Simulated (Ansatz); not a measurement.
Start from InP in the zinc blende structure (space group F-43m, No. 216; a = 5.907 Å). Axes: x, y, z lie along the cube axes.

One thing is altered: the cell is compressed by 3.90 % along x with no lateral relaxation, atoms relaxed at fixed cell.

Levels (all Ansatz, a quantum-chemistry and plane-wave program, PAW, earlier PAW set): r2SCAN (500 eV, without spin-orbit coupling); HSE06+SOC (420 eV, noncollinear with spin-orbit coupling).

The geometry is relaxed with r2SCAN.

| Quantity | Result |
|---|---|
| r2SCAN valence-band top at Γ | 0.00, -0.19, -0.19 eV |
| r2SCAN band gap | 1.12 eV |

Question: Predict the valence-band top at Γ and band gap from HSE06+SOC.

Answer: The valence-band top at Γ (three highest Kramers pairs, from the VBM) changes from 0.00, -0.19, -0.19 eV to 0.00, -0.16, -0.26 eV; the band gap rises by 0.33 eV (1.12 eV → 1.45 eV).

Single points use the geometry relaxed with r2SCAN. The spin-orbit shifts are approximate. The cells carry an imposed strain or load. Whether these cells are dynamically stable was not tested.
